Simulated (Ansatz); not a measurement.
Si (Fd-3m) under hydrostatic pressure: electron mobility at 300 K along z by r2SCAN, finite-displacement electron-phonon coupling, linearised Boltzmann equation (plane waves, PAW, scalar-relativistic; Ansatz, an electronic-structure program). The unloaded cell, whose axes the loads refer to:

```yaml
crystal:
  lattice:
    - [0.00000, 2.72212, 2.72212]
    - [2.72212, 0.00000, 2.72212]
    - [2.72212, 2.72212, 0.00000]
  atoms:
    - { symbol: Si, position: [0.00000, 0.00000, 0.00000] }
    - { symbol: Si, position: [0.25000, 0.25000, 0.25000] }
```

```
hydrostatic pressure (GPa)  volume per atom (Å³)  electron mobility at 300 K along z (cm²/(V·s))
--------------------------  --------------------  ----------------------------------------------
-5                                         21.38                                            1270
-3                                         20.85                                            1360
0                                          20.17                                            1480
2                                          19.78                                            1550
4                                          19.42                                            1610
6                                          19.09                                            1660
9                                          18.64                                               ?
```

### Question
Fit a straight line to ln(electron mobility at 300 K along z) against the load over the rows given, and predict the row at 9 GPa.

### Answer
The means are x̄ = 0.667 GPa and ȳ = 7.3011; Σ(x − x̄)(y − ȳ) = 2.132 and Σ(x − x̄)² = 87.33, so the slope is 2.44 % per GPa, and the rows given lie within 1.7 % of the line. At 9 GPa the line gives 1820 cm²/(V·s); the calculation gives 1740 cm²/(V·s), 4.4 % from it, so the trend bends or changes character over this range.

Dilute carriers scattered by harmonic phonons alone; a coarser fine mesh moves the values by up to 2 %. Spin-orbit coupling is left out. Stresses and pressures are the targets of the relaxation. The structure type is held at every load. Geometry: relaxed with this functional, without spin-orbit coupling.
